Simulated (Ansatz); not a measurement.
## CrCuO2: response to strain

Start from CrCuO2 (space group R-3m, No. 166; a = 2.964 Å, c = 16.920 Å (hexagonal axes); ferromagnetic). Axes: x lies along a and z along c of the hexagonal cell.

Strains are applied to the cell and any free atomic positions relax; under biaxial strain the out-of-plane vector relaxes too; under stress the whole cell relaxes.

Computed with Kohn–Sham DFT with the PBEsol functional, run in Ansatz (a program for electronic structure) with PAW and 420 eV plane waves, no SOC.

Notes on the quantities. pressure: mean of the normal stresses, compression positive.

```csv
case,pressure,band gap,smallest direct gap
base,-0.01 GPa,0.92 eV,1.16 eV
"biaxial strain −0.26 %, plane normal [001], relaxed out of plane",0.44 GPa,0.90 eV,1.15 eV
"biaxial strain +1.03 %, plane normal [001], relaxed out of plane",-1.68 GPa,0.99 eV,1.20 eV
"biaxial strain +3.22 %, plane normal [001], relaxed out of plane",-4.90 GPa,0.99 eV,1.29 eV
isotropic strain −2.53 %,17.4 GPa,0.61 eV,0.95 eV
isotropic strain −1.40 %,8.9 GPa,0.75 eV,1.10 eV
isotropic strain −0.90 %,5.5 GPa,0.81 eV,1.16 eV
uniaxial strain ε_xx = +0.27 %,-0.4 GPa,0.94 eV,1.16 eV
"uniaxial stress, 2 GPa compression along x",–,0.87 eV,1.14 eV
"uniaxial stress, 5 GPa tension along x",–,0.96 eV,1.19 eV
```

Beyond what the load breaks, stability against distortions was not tested. No Hubbard U is applied and the magnetic state is the run's own (CrCuO2 ferromagnetic); small cells can't hold the antiferromagnetic order that many such compounds have, so gaps and moments can be off. A gap here joins edges of opposite spin (a spin-flip gap).
